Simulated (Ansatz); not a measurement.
For SiGe (model structure, Pmma, No. 51, 4 atoms in the cell), PBE-D3(BJ) (Ansatz, a first-principles code, plane waves, PAW) gives:

- cohesive energy: 4.43 eV/atom
- band gap: 0.35 eV

Question: What does r²SCAN (PAW; Ansatz) give for the same quantities?

Answer: 
- cohesive energy: 4.26 eV/atom (falls by 0.17 eV/atom)
- band gap: 0.59 eV (rises by 0.24 eV)

Changes are worked out from the printed values.

Unless a cell is named, each level is at its own relaxed cell (PBE-D3(BJ) 21.35, r²SCAN 21.36 Å³/atom).

Levels without +SOC have no spin–orbit coupling; where heavier elements are present it shifts gaps, mostly down, and can invert bands. Density-functional gaps are differences of (generalised) Kohn–Sham levels.

Ansatz's density-functional and Hartree–Fock values are scalar-relativistic unless marked +SOC, with PAW data made under PBE.

A model structure was made by putting elements into a prototype or built by hand; it is no filed structure, need not be a known phase, and can be a saddle point held by its symmetry.
